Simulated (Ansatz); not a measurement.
# TaC (Fm-3m): band-structure transport figures

Given:

```
TaC
1.0
    0.00000     2.21965     2.21965
    2.21965     0.00000     2.21965
    2.21965     2.21965     0.00000
Ta C
1 1
Direct
  0.00000   0.00000   0.00000
  0.50000   0.50000   0.50000
```

Computed with PBEsol, rigid bands (plane waves, PAW, scalar-relativistic; Ansatz, a first-principles code). Cell: cell and atoms relaxed with PBEsol.

```yaml
density of states at the Fermi level: 0.617 states/(eV·cell), both spins
bare Sommerfeld coefficient: 0.73 mJ/(mol of atoms·K²)
drude_plasma_energy: 8.3 eV
root-mean-square Fermi velocity: 9.7e5 m/s
resistivity times τ: 7.1 ×10⁻²² Ω·m·s
```

A metal at this level (no band gap); rigid bands, thermally averaged at 300 K, both spins. Spin-orbit coupling is left out, which matters with elements this heavy. τ is one relaxation time for all states.
